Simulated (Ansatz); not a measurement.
**Response to strain in GaN**

Start from GaN in the wurtzite structure (space group P6_3mc, No. 186; a = 3.152 Å, c = 5.138 Å).

Strains are applied to the cell and any free atomic positions relax.

Level of theory: Ansatz (a program for electronic structure) LDA, no spin-orbit coupling.

Notes on the quantities. energy relative to the base: free energy F.

```json
[
 {"isotropic strain (%)": "-3", "energy relative to the base (meV/atom)": "62.7"},
 {"isotropic strain (%)": "-2.4", "energy relative to the base (meV/atom)": "39.3"},
 {"isotropic strain (%)": "-1.2", "energy relative to the base (meV/atom)": "9.4"},
 {"isotropic strain (%)": "-0.6", "energy relative to the base (meV/atom)": "?"},
 {"isotropic strain (%)": "0", "energy relative to the base (meV/atom)": "0.0"}
]
```

Q: Fit ΔE = Aε² + Bε³ (ε in %) to the rows shown and predict the withheld row.

A: Least squares on the printed values gives A = 6.24 and B = -0.24 meV/atom (largest residual 0.0 meV/atom); this predicts 2.3 meV/atom, and the run gives 2.3 meV/atom, in agreement.

Whether these cells are dynamically stable was not tested.
